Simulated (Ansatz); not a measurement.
# BeCl2 (space group Ibam, No. 72; made of chains)

```
BeCl2
1.0
   -2.83716     5.26839     2.59872
    2.83716    -5.26839     2.59872
    2.83716     5.26839    -2.59872
Be Cl
2 4
Cartesian
  0.00000   0.00000   1.29936
  0.00000   0.00000   3.89809
  1.74224   6.36508   0.00000
  1.09491  -1.09670   2.59872
  1.74224   4.17169   2.59872
  1.09491   1.09670   0.00000
```

All numbers come from DFT with PBEsol, PAW potentials and a 420 eV plane-wave cutoff in Ansatz (a quantum-chemistry and plane-wave program), no spin-orbit coupling. Settings: 9×9×9 k-points, 0.05 eV Fermi–Dirac smearing.

```yaml
volume_per_atom: 25.90 Å³
density: 1.71 g/cm³
band_gap: 6.30 eV, indirect, T → Γ
electron_mass: 0.49 mₑ along a, 0.48 mₑ along b, 0.46 mₑ along c
total_energy: -738.741 eV/atom (σ→0; compares only within this code and set-up)
```

Masses are band curvatures over ±0.01 Å⁻¹ around the edge. Stability against distortions was not tested. No dispersion term is included in the PBEsol runs.
